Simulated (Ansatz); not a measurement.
The parent structure is Sr in the fcc (Cu type) structure (space group Fm-3m, No. 225).

```xyz
1
Lattice="0.0000 2.9613 2.9613 2.9613 0.0000 2.9613 2.9613 2.9613 0.0000" Properties=species:S:1:pos:R:3 pbc="T T T"
Sr     0.0000     0.0000     0.0000
```

The other end (x = 1) is Ca in the fcc (Cu type) structure (space group Fm-3m, No. 225): 40.58 Å³/atom, gap zero.

Method: PBEsol (Ansatz, a program for electronic structure, PAW, scalar-relativistic without spin-orbit coupling), earlier PAW set.

Ca replaces a fraction x of Sr; each row is one arrangement (x, atoms in the cell, starting space group or random), fully relaxed.

One change was made to it. Results:

| quantity | base | after |
|---|---|---|
| shortest interatomic distance | 4.188 Å | 3.888 Å |
| mixing energy (to 0.01 eV only: unlike meshes or grids) | – | +0.01 eV/atom |
| deviation of the volume from the linear (Vegard-type) interpolation | – | -0.4 % |

What was done to the base?
A. x(Ca) = 0.5, 4 atoms, P4/nmm
B. x(Ca) = 0.667, 3 atoms, I4/mmm
C. x(Ca) = 0.75, 4 atoms, C2/m

C, x(Ca) = 0.75, 4 atoms, C2/m. For comparison, the shortest interatomic distance in the other runs: x(Ca) = 0.667, 3 atoms, I4/mmm gives 3.840 Å; x(Ca) = 0.5, 4 atoms, P4/nmm gives 3.808 Å.

Each cell is one ordered arrangement of few atoms, which overstates ordering effects compared with a random alloy. No phonon test of stability was made.
